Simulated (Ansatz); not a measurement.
Take a 12-atom supercell of TiSi₂ (space group Cmcm, No. 63; a = 3.546 Å, b = 13.565 Å, c = 3.580 Å) at its relaxed geometry as the base.

Level of theory: PBE (Ansatz, a first-principles code), no spin-orbit coupling, earlier PAW set.

Before the change:

| Quantity | Result |
|---|---|
| Pressure | 0.0 GPa |

Modification: a neutral Ti interstitial (started 1.72 Å from the nearest host atom), atoms relaxed at fixed cell, starting from a slightly rattled geometry.

Problem. What happens to the largest displacement of a host atom from its site in the perfect cell, final site of the added atom and pressure?

Solution. The largest displacement of a host atom from its site in the perfect cell is 0.52 Å; the final site of the added atom comes out as 5 Si at 2.20–2.23 Å and 5 Ti at 2.74–2.80 Å; the pressure goes from zero to 25.7 GPa.

The cell is small, so the values are those of an ordered compound at a high defect concentration; dilute-limit values will differ. The final runs are not spin-polarised. The defect cell is not spin-polarised.
